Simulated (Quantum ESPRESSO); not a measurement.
Quick settings and what they miss: TiPt3 (P6_3/mmc, 8 atoms in the cell)

Self-consistent single point.

```yaml
crystal:
  lattice:
    - [5.49008, 0.00000, 0.00000]
    - [-2.74504, 4.75454, 0.00000]
    - [0.00000, 0.00000, 4.42343]
  atoms:
    - { symbol: Ti, position: [0.33333, 0.66667, 0.75000] }
    - { symbol: Ti, position: [0.66667, 0.33333, 0.25000] }
    - { symbol: Pt, position: [0.16720, 0.33441, 0.25000] }
    - { symbol: Pt, position: [0.83279, 0.66559, 0.75000] }
    - { symbol: Pt, position: [0.83279, 0.16720, 0.75000] }
    - { symbol: Pt, position: [0.16720, 0.83279, 0.25000] }
    - { symbol: Pt, position: [0.66559, 0.83279, 0.25000] }
    - { symbol: Pt, position: [0.33441, 0.16720, 0.75000] }
```

Method of the run: PBEsol, SSSP 1.1.2 efficiency (PBE) pseudopotentials (plane waves; Quantum ESPRESSO).

Base settings: ecutwfc = 50 Ry; ecutrho = 400 Ry; occupations = smearing; smearing = gauss; degauss = 0.0073499 Ry; input_dft = pbesol; potentials = {Ti: ti_pbe_v1.4.uspp.F.UPF, Pt: pt_pbe_v1.4.uspp.F.UPF}; K_POINTS = automatic 5 5 5 0 0 0; conv_thr = 1e-09 Ry; mixing_beta = 0.7.

Tight run (finer mesh or higher cutoff; not a proven limit): ecutwfc: 50 Ry → 70 Ry; ecutrho: 400 Ry → 560 Ry; conv_thr: 1e-09 Ry → 7.3e-11 Ry; K_POINTS: automatic 5 5 5 0 0 0 → automatic 7 7 7 0 0 0. It gave Fermi level (on the code's own zero) 22.25 eV; pressure 7.08 GPa; largest force (vector length) 0.011 eV/Å.

Quick runs, as changes from the base:
- A: the base itself
- B: ecutwfc: 50 Ry → 25 Ry; ecutrho: 400 Ry → 200 Ry; degauss: 0.0073499 Ry → 0.0099958 Ry; K_POINTS: automatic 5 5 5 0 0 0 → automatic 2 2 2 1 1 1
- C: ecutwfc: 50 Ry → 40 Ry; ecutrho: 400 Ry → 320 Ry; degauss: 0.0073499 Ry → 0.0099958 Ry; input_dft: pbesol → default; conv_thr: 1e-09 Ry → 7.3e-05 Ry; pseudopotentials: {Ti: ti_pbe_v1.4.uspp.F.UPF, Pt: pt_pbe_v1.4.uspp.F.UPF} → {Ti: ti_lda_v1.4.uspp.F.UPF, Pt: pt_lda_v1.4.uspp.F.UPF}; K_POINTS: automatic 5 5 5 0 0 0 → automatic 2 2 2 0 0 0 [LDA (PZ)]
- D: ecutwfc: 50 Ry → 30 Ry; ecutrho: 400 Ry → 240 Ry; input_dft: pbesol → default; pseudopotentials: {Ti: ti_pbe_v1.4.uspp.F.UPF, Pt: pt_pbe_v1.4.uspp.F.UPF} → {Ti: ti_lda_v1.4.uspp.F.UPF, Pt: pt_lda_v1.4.uspp.F.UPF}; K_POINTS: automatic 5 5 5 0 0 0 → automatic 1 1 1 0 0 0 [LDA (PZ)]
- E: ecutwfc: 50 Ry → 30 Ry; ecutrho: 400 Ry → 240 Ry; smearing: gauss → mp; degauss: 0.0073499 Ry → 0.0099958 Ry; conv_thr: 1e-09 Ry → 7.3e-05 Ry; K_POINTS: automatic 5 5 5 0 0 0 → automatic 3 3 3 1 1 1

Energies are extrapolated to zero smearing width, which holds to low order in the width alone (under cold and Methfessel-Paxton smearing the free energy itself is taken).

Dashes: energy of C, D, another energy zero; pressure of C, E, not trusted under this conv_thr with d or f elements.

† marks runs with another functional, U, potentials or spin treatment: their distance from the tight run is not a convergence error alone.

The count of work is k-points × plane waves × bands × iterations; it is no time. Core times come from one kind of shared machine and are given to one figure; runs under 30 s give none.

The starting cell comes from a database of computed structures (which also holds hypothetical and non-ambient phases and stackings), without a prior relaxation at this level. Its lattice was rescaled by a random factor within 2.5 % of one. Spin polarisation is off. In the base run, with a pressure of about 7 GPa the cell is away from its equilibrium volume at this level.

| run | energy less tight (meV/atom) | pressure less tight (GPa) | largest miss in a force vector (eV/Å) | count of work / tight | core time / tight (rough) |
|---|---|---|---|---|---|
| A | 13.1 | 0.18 | 0.000 | 0.31 | 0.4 |
| B | 527.7 | -50.44 | 0.117 | 0.013 | 0.05 |
| C† | – | – | 0.045 | 0.041 | 0.10 |
| D† | – | 0.88 | 0.685 | 0.0079 | 0.05 |
| E | 43.1 | – | 0.041 | 0.047 | 0.07 |

Among the runs at the tight run's level, the energy misses run from 13.1 to 527.7 meV/atom.

Left out of this page: 1 run of the series outside the window shown, repeating another row's setting, or not comparable.
